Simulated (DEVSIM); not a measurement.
Structure: Schottky contact on p-type Si, at 300 K.

```csv
layer (left to right),material,thickness (μm),Na (cm⁻³),τn (s),τp (s)
1,Si,16.0,8.6e16,2.5e-7,2.5e-7
```

Left contact: Schottky, work function 4.504 eV, emission velocity 6.9e6 cm/s. Right contact: ohmic. Voltage is applied to the left contact. Recombination: SRH at mid-gap, Auger. Mobility is constant in doping. Where it depends on doping, it is μmin + (μ − μmin)/(1 + (N/Nref)^α).

Constants are typed, rounded textbook-type inputs, not results; the design itself was drawn at random and stands for no fabricated device. Values at 300 K. The table also holds parameters that only a changed run uses.

```
parameter           Si
-------------  -------
gap (eV)         1.124
affinity (eV)     4.05
permittivity      11.7
Nc (cm⁻³)      2.86e19
Nv (cm⁻³)       3.1e19
μn (cm²/Vs)       1417
μp (cm²/Vs)        470
μn,min              52
μp,min              45
Nref,n          9.7e16
Nref,p          2.2e17
αn                0.68
αp                0.72
Cn (cm⁶/s)     2.8e-31
Cp (cm⁶/s)     9.9e-32
```

Model (solved in DEVSIM): 1D drift-diffusion, Boltzmann statistics, complete ionisation; no tunnelling, impact ionisation, image-force lowering or self-heating. Metal contacts follow the ideal Schottky-Mott rule: no Fermi-level pinning, no interface dipoles.

Base results: largest field in the device at zero bias (V/cm) 110000; dark forward voltage at 1 A/cm² (V) 0.226; dark forward voltage at 100 A/cm² (V) 0.374; potential step across the device at zero bias (V) 0.518.

Question: What follows from this one change: thickness of layer 1 16 → 5.6 μm?

Answer: largest field in the device at zero bias little changed (110000 V/cm); dark forward voltage at 1 A/cm² little changed (0.226 V); dark forward voltage at 100 A/cm² 0.374 → 0.356 V; potential step across the device at zero bias little changed (0.518 V).

Question: What follows from this one change: metal work function 4.504 → 4.354 eV?

Answer: largest field in the device at zero bias 110000 → 130000 V/cm; dark forward voltage at 1 A/cm² 0.226 → 0.376 V; dark forward voltage at 100 A/cm² 0.374 → 0.524 V; potential step across the device at zero bias 0.518 → 0.668 V.

Question: What follows from this one change: doping-dependent mobility in place of the constant one?

Answer: largest field in the device at zero bias little changed (110000 V/cm); dark forward voltage at 1 A/cm² little changed (0.228 V); dark forward voltage at 100 A/cm² 0.374 → 0.387 V; potential step across the device at zero bias little changed (0.518 V).
